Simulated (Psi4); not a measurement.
Psi4 1.11, unrestricted PBE0/def2-tzvp: Si(H)(SiH3) anion ([SiH][SiH3]), charge -1, multiplicity 2, 6 atoms. The geometry is a generated start, not checked to be a minimum at this level.

- task = energy
- method = pbe0
- basis = def2-tzvp
- memory = 3 GB
- maxiter = 100
- keys of the molecule block = symmetry c1
- scf_type = df (default)
- diis_max_vecs = 10 (default)
- e_convergence = 1e-06 (default)
- d_convergence = 1e-06 (default)
- dft_radial_points = 75 (default)
- dft_spherical_points = 302 (default)
- basis functions = 98
- grid points = 130167

```xyz
6

Si    -0.4054     1.2458     1.1753
H      0.1491     2.4337     0.4550
Si     0.0420    -0.5126    -0.2082
H      0.8445    -0.5707    -1.4451
H     -1.2762    -1.0377    -0.6183
H      0.6460    -1.5585     0.6413
```

Charge -1 and multiplicity 2 are set for this test and not shown to be the ground state.

With the defaults (diis = true, scf_initial_accelerator = adiis, damping_percentage = 0, guess = auto, which took SAD, diis_start = 1, level_shift = 0, level_shift_cutoff = 0.01, soscf = false, soscf_start_convergence = 0.01) it converges in 9 SCF iterations. One run each on 2 threads, with these changes:
- scf_initial_accelerator = none
- guess = sadno
- level_shift = 0.5, level_shift_cutoff = 0.001
- diis_start = 4
- diis = false, scf_initial_accelerator = none, damping_percentage = 60
- guess = huckel
- soscf = true, soscf_start_convergence = 0.1
- guess = sapgau
- scf_initial_accelerator = ediis

**Question.** Name the settings that don't reach the solution of the defaults.

**Answer.** No convergence: diis = false, scf_initial_accelerator = none, damping_percentage = 60 (the run ends without SCF convergence in 100 iterations). The rest reach the solution of the defaults.

```
setting                                                                SCF iterations  JK calls             end
---------------------------------------------------------------------  --------------  --------  --------------
soscf = true, soscf_start_convergence = 0.1                                         5        16   same solution
the defaults                                                                        9        10   same solution
scf_initial_accelerator = ediis                                                     9        10   same solution
guess = sapgau                                                                      9         9   same solution
level_shift = 0.5, level_shift_cutoff = 0.001                                       9        10   same solution
scf_initial_accelerator = none                                                      9        10   same solution
guess = sadno                                                                      10        10   same solution
guess = huckel                                                                     10        21   same solution
diis_start = 4                                                                     11        12   same solution
diis = false, scf_initial_accelerator = none, damping_percentage = 60             100       101  no convergence
```

An SOSCF iteration holds several JK calls; a Hückel guess adds calls on atoms.
